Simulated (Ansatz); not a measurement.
System: ZnSe (model structure, started from the WC type, P-6m2, No. 187, 2 atoms in the cell). Method: r²SCAN (plane waves, PAW; Ansatz, a program for electronic structure).

The input as run:

Ansatz 0.2 input:
```yaml
crystal:
  lattice:
    - [3.6773670446, 0.0000003043, 0.0]
    - [-1.8386837858, 3.1846931275, 0.0]
    - [0.0, 0.0, 3.2857292866]
  atoms:
    - { symbol: Zn, position: [0.0, 0.0, 0.0] }
    - { symbol: Se, position: [0.6666666667, 0.3333333333, 0.5] }
basis:
  ecutwfc: 560
  ecutrho_ratio: 4
  xc_grid: 3
kpoints:
  mp_grid: { grid: [18, 18, 16] }
hamiltonian:
  xc: r2scan
  dispersion: none
  pseudopotentials: { kind: paw }
scf:
  occupations: { method: fermi_dirac, width: 0.05 }
output:
  forces: true
  stress: true
  eigenvalues: true
relax:
  f_tol: 0.004
  escape_saddle: false
  max_steps: 80
  cell: { stress_tol: 0.02, fix: [volume] }
```

Excerpt of the program's output:

```
Relaxation: its limit of steps is 80 (relax.max_steps)
Crystal: 2 atoms, lattice volume = 38.480 Å³
Basis set: ecut = 560 eV, 1159 PW (Γ), exchange–correlation on 90×90×81 points (27 copies of the dense FFT grid, shifted against one another)
Bands: 18, of which v1, the nominal top of the filled ones, is band 14 counted from 1 (13 counted from 0)
Symmetry: 12 space group operations
Space group: P-6m2 (ITA 187), of the structure as read, at distance tolerance 3.4e-5 Å
k-points: 333 of 5184 (time reversal used)
Functional: x = r2scan, c = r2scan; τ floored in thin density (d = 2e-4 eV/Å³)
SCF iter   1: F=—  HF=-8804.323076 eV  |F-HF|=—  |Δ(HF+E_count)|=         —  Δρ=1.63e-2  dr2=5.40e-2  dr2_τ=4.00e-3
SCF iter   2: F=—  HF=-8804.327080 eV  |F-HF|=—  |Δ(HF+E_count)|=   4.00e-3  Δρ=4.77e-3  dr2=9.92e-3  dr2_τ=2.19e-4
  ...
SCF 1 converged in 7 iterations: F = -8804.325630 eV  dr2 = 2.28e-8
Crystal: 2 atoms, lattice volume = 38.480 Å³
Basis set: ecut = 560 eV, 1171 PW (Γ), exchange–correlation on 90×90×81 points (27 copies of the dense FFT grid, shifted against one another)
Initial density: handed on by an earlier stage of this run
SCF 2 converged in 5 iterations: F = -8804.325711 eV  dr2 = 6.01e-9
Crystal: 2 atoms, lattice volume = 38.480 Å³
SCF 3 converged in 4 iterations: F = -8804.325743 eV  dr2 = 2.39e-8
Crystal: 2 atoms, lattice volume = 38.480 Å³
SCF iter   4: F=—  HF=-8804.325744 eV  |F-HF|=—  |Δ(HF+E_count)|=   1.63e-6  Δρ=4.86e-7  dr2=2.15e-11  dr2_τ=9.86e-12
SCF iter   5: F=-8804.325744 eV  HF=-8804.325744 eV  |F-HF|=2.91e-11  |Δ(HF+E_count)|=  3.53e-10  Δρ=1.39e-7  dr2=2.03e-12  dr2_τ=7.95e-13
SCF 4 converged in 5 iterations: F = -8804.325744 eV  dr2 = 2.03e-12
SCF converged after 5 iterations
Free energy (F): -8804.325744 eV
Internal energy: -8804.319805 eV  (E = F + TS)
E sigma→0 (E₀):  -8804.322774 eV
Fermi energy:    9.472943 eV
--- Stress (GPa, compression-positive) ---
        1.474807       0.000000      -0.000000
        0.000000       1.474807       0.000000
       -0.000000       0.000000       1.468963
  P = ⅓ Tr σ = 1.4729 GPa (14.729 kbar)
```

The cell is one volume of an energy–volume scan, off the minimum.

The PAW data were made under PBE.

Note: the relaxation could raise the start's symmetry but not lower it, so the cell can be a saddle point.

It cost roughly 4 core-minutes of CPU time.

A model structure was made by putting elements into a prototype or built by hand; it is no filed structure, need not be a known phase, and can be a saddle point held by its symmetry.
